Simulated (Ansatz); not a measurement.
The parent structure is AlN in the wurtzite structure (space group P6_3mc, No. 186; a = 3.114 Å, c = 4.983 Å).

Computed with Ansatz (a first-principles code), PBEsol, PAW, cutoff 420 eV, spin-orbit coupling left out, earlier PAW set.

Carriers are added at fixed cell with a uniform background; the Fermi–Dirac width is that of 300 K.

One change was made to it. Results:

| quantity | base | after |
|---|---|---|
| gap between the host's bands | 4.10 eV | 4.08 eV |
| Fermi level relative to the doped band's edge (positive inside the band; to 0.05 eV) | – | +0.85 eV |
| gap character | direct at Γ | direct at Γ |

Q: Name the change that was made.
A) holes 1.0×10^22 cm⁻³
B) holes 1.5×10^21 cm⁻³
C) electrons 1.5×10^21 cm⁻³

A: C, electrons 1.5×10^21 cm⁻³. For comparison, the Fermi level from band edge in the other runs: holes 1.5×10^21 cm⁻³ gives +0.20 eV; holes 1.0×10^22 cm⁻³ gives +0.45 eV.

Carriers are added with a uniform compensating background; total energy and stress of such cells depend on the potential's zero and are not compared; many-body gap narrowing is missing at this level. No phonon test of stability was made.
